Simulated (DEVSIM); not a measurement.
Device: Ni/Al2O3/p-Si capacitor, at 400 K.

```
layer (left to right)  material  thickness (nm)  Na (cm⁻³)
---------------------  --------  --------------  ---------
1                         Al2O3            5.60          -
2                            Si            6500     7.7e15
```

Metal gate on the left, work function 5.1 eV. Fixed charge at the semiconductor interface -2.1e11 cm⁻² (in units of +e); no interface traps.

The device is made up for the run: typed textbook-type constants, with dimensions and the other settings drawn at random. Values at 300 K; Nc and Nv go as T^1.5, mobilities as T to minus their exponent, the gap by Varshni's rule with the affinity fixed.

| parameter | Al2O3 | Si |
|---|---|---|
| gap (eV) | 6.8 | 1.124 |
| affinity (eV) | 1.35 | 4.05 |
| permittivity | 9 | 11.7 |
| Nc (cm⁻³) | - | 2.86e19 |
| Nv (cm⁻³) | - | 3.1e19 |
| Varshni α (eV/K) | - | 0.000473 |
| Varshni β (K) | - | 636 |

Simulated with DEVSIM: 1D Poisson equation in equilibrium, Boltzmann statistics, complete ionisation; no quantum confinement or tunnelling. Metal contacts follow the ideal Schottky-Mott rule: no Fermi-level pinning, no interface dipoles.

The interface trap density was swept, all else fixed.

| interface trap density (cm^-2 eV^-1) | threshold voltage (band bending 2φF) (V) | flat-band voltage (V) | minimum of the low-frequency capacitance (μF/cm²) |
|---|---|---|---|
| 0 | 0.80 | 0.28 | 0.0429 |
| 1e10 | 0.80 | 0.28 | 0.0444 |
| 1e11 | 0.80 | 0.28 | 0.0578 |
| 3e11 | 0.81 | 0.27 | 0.0866 |
| 1e12 | 0.83 | 0.25 | 0.179 |
| 2e12 | 0.86 | 0.22 | 0.290 |

From the first row to the last the threshold voltage (band bending 2φF) goes from 0.80 to 0.86. From the first row to the last the flat-band voltage goes from 0.28 to 0.22.
